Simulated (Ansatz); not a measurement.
Base system: Rh in the fcc (Cu type) structure (space group Fm-3m, No. 225; relaxed with 0.1 eV smearing).

```
Rh
1.0
    0.00000     1.89079     1.89079
    1.89079     0.00000     1.89079
    1.89079     1.89079     0.00000
Rh
1
Cartesian
  0.00000   0.00000   0.00000
```

Cartesian axes are those of the cell as printed.

Level of theory: PBEsol (Ansatz, a program for electronic structure, PAW, no SOC).

Base values:

| Property | Value |
|---|---|
| Shortest interatomic distance | 267.4 pm |

One thing is altered: uniaxial strain ε_zz = +3.00 %, all other strain components held at zero; the atoms relax in the strained cell.

Predict the new energy relative to the base, stress and shortest interatomic distance.

The energy grows by 17 meV/atom; the stress (xx, yy, zz, yz, xz, xy; compression positive) amounts to (-5.5, -5.5, -12.6, 0.0, 0.0, 0.0) GPa; the shortest interatomic distance stays 267.4 pm.

No phonon test of stability was made. The final runs are not spin-polarised. Rh lies near a magnetic instability that expansion can trigger; it was not tested.
